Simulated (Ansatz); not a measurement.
Input:

End structure of the (100) surface of rock-salt TiC, Zr on all Ti sites of the top plane (bottom of the slab: a bare face, its two planes held):

```
CELL_PARAMETERS angstrom
      3.06391     0.00000     0.00000
      0.00000     3.06391     0.00000
      0.00000     0.00000    27.00000
ATOMIC_POSITIONS crystal
  C  0.00000 0.00000 0.29773
  Ti 0.50000 0.50000 0.29773
  C  0.50000 0.50000 0.37797
  Ti 0.00000 0.00000 0.37797
  C  0.00000 0.00000 0.45773
  Ti 0.50000 0.50000 0.45812
  C  0.50000 0.50000 0.53857
  Ti 0.00000 0.00000 0.53794
  C  0.00000 0.00000 0.61858
  Ti 0.50000 0.50000 0.61724
  C  0.50000 0.50000 0.70517
  Zr 0.00000 0.00000 0.70193
```

Set-up: 12 atoms, 10.9 Å thick at the start with caps and adatoms (thin: gaps and levels are the slab's own); mesh 12x12x1; 0.1 eV smearing; dipole correction on; single point; on the structure that PBE left under its start's symmetry; no spin, no spin-orbit, no U. In PBE it is, or lies within 0.01 eV a 1x1 cell of, the lowest of the 2 structures of its composition computed so far; subsurface sites and larger cells were not tried.

Predict the work function of the top face from r2SCAN, at the PBE geometry in Ansatz (an electronic-structure program).

3.75 eV
